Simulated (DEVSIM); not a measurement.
## abrupt Si n-p junction

Device: abrupt Si n-p junction, at 300 K.

```
layer (left to right)  material  thickness (μm)  Nd (cm⁻³)  Na (cm⁻³)  τn (s)  τp (s)
---------------------  --------  --------------  ---------  ---------  ------  ------
1                            Si            47.0     3.6e18          -  1.3e-7  1.3e-7
2                            Si             100          -     9.8e15  1.3e-7  1.3e-7
```

Left contact: ohmic. Right contact: ohmic. Voltage is applied to the left contact. Recombination: SRH at mid-gap, radiative, Auger. Gap narrowing is on: ΔEg = 6.92 meV × (l + √(l² + 0.5)), l = ln(N/1.3e17 cm⁻³), shared equally by both band edges. Mobility is constant in doping.

Constants are typed, rounded textbook-type inputs, not results; the design itself was drawn at random and stands for no fabricated device. Values at 300 K.

| parameter | Si |
|---|---|
| gap (eV) | 1.124 |
| affinity (eV) | 4.05 |
| permittivity | 11.7 |
| Nc (cm⁻³) | 2.86e19 |
| Nv (cm⁻³) | 3.1e19 |
| μn (cm²/Vs) | 1417 |
| μp (cm²/Vs) | 470 |
| B (cm³/s) | 4.7e-15 |
| Cn (cm⁶/s) | 2.8e-31 |
| Cp (cm⁶/s) | 9.9e-32 |

Simulated with DEVSIM: 1D drift-diffusion, Boltzmann statistics, complete ionisation; no tunnelling, impact ionisation, image-force lowering or self-heating.

```yaml
potential_step_across_the_device_at_zero_bias: 0.839 V
largest_field_in_the_device_at_zero_bias: 87000 V/cm
Dark forward voltage at 1 A/cm²: 0.636 V
Dark forward voltage at 100 A/cm²: 1.150 V
```

Dark reverse current:

```csv
V (V),J (A/cm²)
0.10,2.7e-8
0.25,5.3e-8
0.50,8.9e-8
0.75,1.2e-7
1.00,1.5e-7
1.50,2.0e-7
2.00,2.4e-7
2.50,2.8e-7
3.25,3.3e-7
4.00,3.7e-7
5.00,4.3e-7
```

Small-signal capacitance in reverse bias (quasi-static):

```tsv
V (V)	C (nF/cm²)
0.1	30.8
0.25	28.4
0.5	25.4
0.75	23.1
1	21.4
1.5	18.9
2	17.1
2.5	15.7
3.25	14.2
4	13.0
5	11.8
```
